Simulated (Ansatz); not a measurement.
Where the default PAW files enter, the runs use the earlier of Ansatz's two default sets.

Consider the following.

```
CELL_PARAMETERS angstrom
      3.80839     0.00000     0.00000
     -1.90420     3.29816     0.00000
      0.00000     0.00000    24.89096
ATOMIC_POSITIONS crystal
  Zn 0.33333 0.66667 0.74991
  Zn 0.66667 0.33333 0.24991
  Zn 0.33333 0.66667 0.12479
  Zn 0.66667 0.33333 0.62479
  Zn 0.00000 0.00000 0.00004
  Zn 0.00000 0.00000 0.50004
  Zn 0.66667 0.33333 0.87532
  Zn 0.33333 0.66667 0.37532
  S  0.00000 0.00000 0.59371
  S  0.00000 0.00000 0.09371
  S  0.66667 0.33333 0.96899
  S  0.33333 0.66667 0.46899
  S  0.33333 0.66667 0.21850
  S  0.66667 0.33333 0.71850
  S  0.66667 0.33333 0.34393
  S  0.33333 0.66667 0.84393
```

Space group of this cell: P6_3mc. The cell is taken as given.

Level of theory: r2SCAN (plane waves, PAW; Ansatz, a quantum-chemistry and plane-wave program).

The current runs along the normal of the first two printed vectors; no spin-orbit coupling. Scaled by the factor s: all lengths (ions clamped). Meshes 12×12×2 and 12×12 across the current in all rows.

```csv
s,mean pressure (GPa),band gap (eV)
0.98,5.6,?
1.00,0.2,2.73
1.02,-4.0,2.45
```

Task: Take the slope of the band gap against ln s from the two given rows, extrapolate to s = 0.98, and say what the run there gives.

Result: Slope = (2.45 − 2.73) / ln 1.02 = -14.1 eV. The line gives 2.73 + (-14.1) × ln 0.98 = 3.02 eV. The run gives 3.01 eV, 0.01 eV under the line, 2 % of the predicted step.
